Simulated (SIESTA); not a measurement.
## Parameter sweep on ZnPbO3 (R3c, 10 atoms in the cell)

```yaml
crystal:
  lattice:
    - [2.74267, 1.58348, 4.84592]
    - [-2.74267, 1.58348, 4.84592]
    - [0.00000, -3.16696, 4.84592]
  atoms:
    - { symbol: Zn, position: [0.49996, 0.49996, 0.49996] }
    - { symbol: Zn, position: [0.99996, 0.99996, 0.99996] }
    - { symbol: Pb, position: [0.21776, 0.21776, 0.21776] }
    - { symbol: Pb, position: [0.71776, 0.71776, 0.71776] }
    - { symbol: O, position: [0.80355, 0.12607, 0.40337] }
    - { symbol: O, position: [0.40337, 0.80355, 0.12607] }
    - { symbol: O, position: [0.12607, 0.40337, 0.80355] }
    - { symbol: O, position: [0.90337, 0.62607, 0.30355] }
    - { symbol: O, position: [0.62607, 0.30355, 0.90337] }
    - { symbol: O, position: [0.30355, 0.90337, 0.62607] }
```

Base run A: GGA PBEsol, numerical atomic orbitals DZP, PseudoDojo PBEsol standard norm-conserving potentials (rewritten from UPF to PSML) (SIESTA), self-consistent single point.

Its settings: XC.functional = GGA; XC.authors = PBEsol; potentials = PseudoDojo PBEsol standard; PAO.BasisSize = DZP; PAO.EnergyShift = 0.01 Ry; MeshCutoff = 300 Ry; kgrid.MonkhorstPack = 5 5 5; OccupationFunction = MP; OccupationMPOrder = 1; ElectronicTemperature = 1160.45 K; MaxSCFIterations = 150; SCF.Mixer.Method = Broyden; SCF.Mixer.Weight = 0.2; SCF.Mixer.History = 8; SCF.DM.Tolerance = 1.0E-04.

The starting cell comes from a database of computed structures (which also holds hypothetical and non-ambient phases and stackings), without a prior relaxation at this level. Its lattice was rescaled by a random factor within 2.5 % of one. Values carry the incompleteness of an atom-centred basis. In the base run, with a pressure of about -4 GPa the cell is away from its equilibrium volume at this level. The run gives no clean gap (levels at the Fermi energy touch, overlap or are partly filled at this smearing), which alone does not show that the compound is a metal.

ΔF is the free energy per atom less that of run A. 

Run A gave: pressure (GPa) -3.96; largest force (eV/Å) 0.345; TS (meV/atom) -0.5; k-points 63.

Runs:
- B: kgrid.MonkhorstPack, ElectronicTemperature = 3 3 3, 348.14 K
- C: kgrid.MonkhorstPack, ElectronicTemperature = 3 3 3, 1160.45 K
- D: kgrid.MonkhorstPack, ElectronicTemperature = 3 3 3, 3481.36 K
- E: kgrid.MonkhorstPack, ElectronicTemperature = 4 4 4, 348.14 K
- F: kgrid.MonkhorstPack, ElectronicTemperature = 4 4 4, 1160.45 K
- G: kgrid.MonkhorstPack, ElectronicTemperature = 4 4 4, 3481.36 K
- H: kgrid.MonkhorstPack, ElectronicTemperature = 5 5 5, 348.14 K
- I: kgrid.MonkhorstPack, ElectronicTemperature = 5 5 5, 3481.36 K
- J: kgrid.MonkhorstPack, ElectronicTemperature = 6 6 6, 348.14 K
- K: kgrid.MonkhorstPack, ElectronicTemperature = 6 6 6, 1160.45 K
- L: kgrid.MonkhorstPack, ElectronicTemperature = 6 6 6, 3481.36 K

Question: What does run G change against A?

Answer: The free energy rises by 2.4 meV/atom, the pressure hardly changes (-3.96 to -3.97 GPa) and the largest force goes from 0.345 to 0.360 eV/Å.

```tsv
run	ΔF (meV/atom)	pressure (GPa)	largest force (eV/Å)	TS (meV/atom)	k-points
A	0.00	-3.96	0.345	-0.5	63
B	1.55	-3.86	0.351	0.0	14
C	1.52	-3.86	0.356	-0.1	14
D	3.3	-3.88	0.368	-3.6	14
E	0.08	-3.93	0.345	0.0	44
F	0.16	-3.94	0.348	-0.4	44
G	2.4	-3.97	0.360	-4.6	44
H	-0.14	-3.95	0.342	0.0	63
I	2.4	-4.00	0.358	-4.8	63
J	-0.19	-3.96	0.341	0.0	132
K	-0.01	-3.97	0.344	-0.6	132
L	2.4	-4.01	0.357	-4.9	132
```
